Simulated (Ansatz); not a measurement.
C (model structure, P6₂22, No. 180, 3 atoms in the cell), treated with dielectric-dependent PBEsol hybrid (Ansatz, a quantum-chemistry and plane-wave program, plane waves, PAW).

Run with plane-wave cutoff 460 eV, 12×12×10 k mesh (along the axes of the cell as run), Fermi–Dirac smearing 0.01 eV, scalar-relativistic PAW data made under PBE.

Cell (relaxed with PBEsol):

```yaml
crystal:
  lattice:
    - [2.59239, 0.00000, 0.00000]
    - [-1.29619, 2.24507, 0.00000]
    - [0.00000, 0.00000, 2.78308]
  atoms:
    - { symbol: C, position: [0.50000, 0.00000, 0.00000] }
    - { symbol: C, position: [0.00000, 0.50000, 0.66667] }
    - { symbol: C, position: [0.50000, 0.50000, 0.33333] }
```

Task: Give the computed band gap, smallest direct gap on the k points sampled and Γ–Γ gap.

Result: 
band gap: 2.58 eV (on the SCF k mesh) (indirect)
smallest direct gap on the k points sampled: 5.52 eV
Γ–Γ gap: 9.91 eV

Note: the relaxation could raise the start's symmetry but not lower it, so the cell can be a saddle point; cell and atoms aren't relaxed at this level (pressure -4.4 GPa).

Computed values are for the static lattice.

A model structure was made by putting elements into a prototype or built by hand; it is no filed structure, need not be a known phase, and can be a saddle point held by its symmetry.
